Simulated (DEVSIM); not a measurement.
Device: Co/Si3N4/p-GaAs capacitor, at 300 K.

| layer (left to right) | material | thickness (nm) | Na (cm⁻³) |
|---|---|---|---|
| 1 | Si3N4 | 14.0 | - |
| 2 | GaAs | 8800 | 5.3e15 |

Metal gate on the left, work function 5 eV. Fixed charge at the semiconductor interface 2.6e10 cm⁻² (in units of +e); no interface traps.

This is a model device: material constants are rounded textbook-type values typed into the input, and sizes, dopings and lifetimes were drawn at random. Values at 300 K.

```
parameter      Si3N4    GaAs
-------------  -----  ------
gap (eV)         5.1   1.424
affinity (eV)    2.1    4.07
permittivity     7.5    12.9
Nc (cm⁻³)          -  4.7e17
Nv (cm⁻³)          -    9e18
```

Model (solved in DEVSIM): 1D Poisson equation in equilibrium, Boltzmann statistics, complete ionisation; no quantum confinement or tunnelling. Metal contacts follow the ideal Schottky-Mott rule: no Fermi-level pinning, no interface dipoles.

The substrate doping was swept, all else fixed.

| substrate doping (cm^-3) | minimum of the low-frequency capacitance (μF/cm²) | threshold voltage (band bending 2φF) (V) | flat-band voltage (V) |
|---|---|---|---|
| 2.6e14 | 0.00545 | 0.75 | -0.23 |
| 5.3e14 | 0.00766 | 0.78 | -0.25 |
| 1.1e15 | 0.0105 | 0.81 | -0.27 |
| 2.6e15 | 0.0157 | 0.85 | -0.29 |
| 5.3e15 | 0.0216 | 0.90 | -0.31 |
| 1.1e16 | 0.0302 | 0.97 | -0.33 |

From the first row to the last the minimum of the low-frequency capacitance goes from 0.00545 to 0.0302. From the first row to the last the threshold voltage (band bending 2φF) goes from 0.75 to 0.97.
